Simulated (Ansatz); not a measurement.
What strain tensor (xx, yy, zz, yz, xz, xy) = (+0.46, +0.73, −0.28, +0.38, −0.45, −0.50) % does to BN

Base system: BN (space group R3m, No. 160; a cell from a computed database, its experimental status unchecked; layered, stacked along the Cartesian z axis).

```
CELL_PARAMETERS angstrom
      1.25012     0.72176     3.25233
     -1.25012     0.72176     3.25233
      0.00000    -1.44351     3.25233
ATOMIC_POSITIONS crystal
  B  0.99970 0.99970 0.99970
  N  0.33274 0.33274 0.33274
```

Cartesian axes are those of the cell as printed.

Modification: the symmetric strain tensor [0.0046 -0.0050 -0.0045; -0.0050 0.0073 0.0038; -0.0045 0.0038 -0.0028], atoms relaxed at fixed cell.

Method: r2SCAN+rVV10 (Ansatz, a program for electronic structure; PAW; 500 eV plane waves; scalar-relativistic without spin-orbit coupling). k-mesh 15×15×15 (Γ-centred); smearing 0.05 eV (Fermi–Dirac).

Volume per atom: 8.88 Å³ (base 8.80 Å³)
Shortest interatomic distance: 1.448 Å (base 1.444 Å)
Energy relative to the base (free energy F): +3.3 meV/atom
Pressure (mean of the normal stresses, compression positive): -43.4 kbar (base 0.0 kbar)
Band gap: 4.49 eV (an upper bound: an edge found on the path is not a true extremum; the base alone) (base 4.63 eV)
Stress (xx, yy, zz, yz, xz, xy; compression positive): (-5.66, -7.49, 0.13, -0.09, 0.14, 3.57) GPa

Final structure:

```xyz
2
Lattice="1.2377 0.7332 3.2403 -1.2741 0.7456 3.2516 -0.0075 -1.4417 3.2377" Properties=species:S:1:pos:R:3 pbc="T T T"
B     -0.0426     0.0374     9.7267
N     -0.0159     0.0120     3.2375
```

Stability against distortions was not tested.
